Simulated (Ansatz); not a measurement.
Here is the system:

```yaml
crystal:
  lattice:
    - [3.37431, 0.00000, 0.00000]
    - [-1.68716, 2.98188, 0.00000]
    - [0.00000, 0.00000, 5.36685]
  atoms:
    - { symbol: Lu, position: [0.66517, 0.33035, 0.75000] }
    - { symbol: Lu, position: [0.33483, 0.66965, 0.25000] }
```

No spin polarisation.

Calculations: PBEsol (Ansatz, an electronic-structure program, PAW, no SOC). Γ-centred 19×19×11 mesh, Fermi–Dirac width 0.1 eV.

Predict the pressure and band gap.

The pressure (mean of the normal stresses, compression positive) is 1.0 GPa and the band gap is zero.

The cells carry an imposed strain or load. No phonon test of stability was made. The cell was made from Lu in the hcp (Mg type) structure (space group P6_3/mmc, No. 194) by this change: uniaxial strain ε_xx = −2.00 %.
